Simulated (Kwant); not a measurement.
Device: quantum point contact (saddle potential) in a Si two-dimensional gas. Effective mass 0.19 mₑ, grid spacing 6.7 nm, hard walls, nominal width 200 nm (29 grid rows, so walls 201 nm apart), one parabolic valley, scattering region 600 nm long along x; energies count from the band bottom; Fermi energy 0.000401 eV. Potential (V0 + ½k y²) cos²(πx/L) for |x| < L/2, with V0 swept from 0.00042105 to 0 eV, k = 4e-07 eV/nm², L = 430 nm. Perpendicular field 0.19 T, also in the leads; orbital effect alone.

Constants are typed, rounded textbook-type inputs, not results; the design itself was drawn at random and stands for no fabricated device.

Computed with Kwant: effective-mass tight-binding model on a square grid, one spin, coherent transport at 0 K. Conductance is in e²/h.

Sweep values stay those of the base run.

The length of the gated region was swept, all else fixed.

```tsv
length of the gated region (nm)	G (e²/h) at V0 = 0.3173 meV	G (e²/h) at V0 = 0.1098 meV	G (e²/h) at V0 = 0.2136 meV	mean G (e²/h) over the sweep
110	0.25	0.87	0.54	0.56
220	0.045	0.96	0.40	0.49
300	0.014	0.98	0.34	0.47
430	0.0020	1.00	0.25	0.47
560	0.00028	1.00	0.19	0.46
```

From the first row to the last the G at V0 = 0.3173 meV goes from 0.25 to 0.00028. From the first row to the last the G at V0 = 0.1098 meV goes from 0.87 to 1.00.
